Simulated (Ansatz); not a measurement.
```
CELL_PARAMETERS angstrom
     11.00000     0.00000     0.00000
      0.00000    11.00000     0.00000
      0.00000     0.00000     6.02693
ATOMIC_POSITIONS crystal
  Y  0.50000 0.50000 0.00000
  Y  0.50000 0.50000 0.50000
```

Level of theory: PBE (plane waves to 420 eV, PAW; Ansatz, a quantum-chemistry and plane-wave program). Mesh 1×1×50. Collinear spin, started with parallel moments, and moments remain. It repeats along c; a and b span vacuum. A model structure. Only distortions within the start's symmetry and period were free. Pairing along the axis, which can open a gap, is among the distortions not tried. Fermi–Dirac width 0.02 eV.

Task: Say what this body is, and give its properties.

Result: Free linear chain of Y atoms. A hypothetical model.
* **net spin moment**: 0.74 μB a period
* **PBE gap**: none (under 0.01 eV)
* **work function (PBE)**: 2.89 eV
